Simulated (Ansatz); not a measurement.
1T (CdI2-type) PtTe₂, treated with PBE-D3(BJ) (plane waves, PAW; Ansatz, an electronic-structure program).

Run with plane-wave cutoff 520 eV, 18×18×12 k mesh (along the axes of the cell as run), Fermi–Dirac smearing 0.071 eV (set by the program), scalar-relativistic PAW data made under PBE.

Cell (relaxed at this level):

```
PtTe2
1.0
    4.05348     0.00000     0.00000
   -2.02674     3.51041     0.00000
    0.00000     0.00000     5.09381
Te Pt
2 1
Direct
  0.33333   0.66667   0.26676
  0.66667   0.33333   0.73324
  0.00000   0.00000   0.00000
```

Q: What does this level give for the elastic constant C33, elastic constant C13, polycrystal shear modulus (Hill average), elastic constant C44, Poisson ratio, elastic constant C11, elastic constant C12 and elastic constant C66?

A: 
- elastic constant C33 = 77.9 GPa
- elastic constant C13 = 46.2 GPa
- polycrystal shear modulus (Hill average) = 42.7 GPa
- elastic constant C44 = 47.9 GPa
- Poisson ratio = 0.254
- elastic constant C11 = 165 GPa
- elastic constant C12 = 53.5 GPa
- elastic constant C66 = 55.9 GPa

Note: the dispersion coefficients are held fixed in the derivatives.

Elastic constants are with the ions relaxed.

Spin–orbit coupling is not included.

The computed numbers hold no vibrational or temperature effects.
